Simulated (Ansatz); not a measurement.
The reference is GaP in the zinc blende structure (space group F-43m, No. 216; a = 5.438 Å).

Levels (all Ansatz, a program for electronic structure, PAW): PBEsol (420 eV, no spin-orbit coupling); r2SCAN (500 eV, no spin-orbit coupling); HSE06 (420 eV, no spin-orbit coupling).

One geometry, relaxed with PBEsol, under each level:

Notes on the quantities. hole mass: degenerate bands, along [100].

```csv
level,band gap,lowest conduction level above the VBM at special points,electron mass,hole mass,pressure
PBEsol,1.45 eV,X 1.50 eV; L 1.60 eV; Γ 1.80 eV; K 2.06 eV,"1.2 mₑ along k, 0.23 mₑ across (off the special points)","0.11, 0.37, 0.37 mₑ (at Γ)",0.00 GPa
r2SCAN,1.83 eV,X 1.90 eV; L 2.06 eV; Γ 2.42 eV; K 2.46 eV,"1.1 mₑ along k, 0.23 mₑ across (off the special points)","0.13, 0.37, 0.37 mₑ (at Γ)",0.63 GPa
HSE06,___,___,–,–,–
```

Problem. Give the withheld HSE06 results.

Solution. 
- HSE06, band gap: 2.24 eV
- HSE06, lowest conduction level above the VBM at special points: X 2.27 eV; L 2.53 eV; Γ 2.85 eV

Single points use the geometry relaxed with PBEsol. Their cutoffs differ, which shifts pressures a little. The hybrid gap comes from the SCF mesh plus the semilocal run's edge points and a few special points and is an upper bound. Masses are band curvatures over ±0.01 Å⁻¹ around the edge. Along k means along the line from Γ to the band edge. Stability against distortions was not tested.
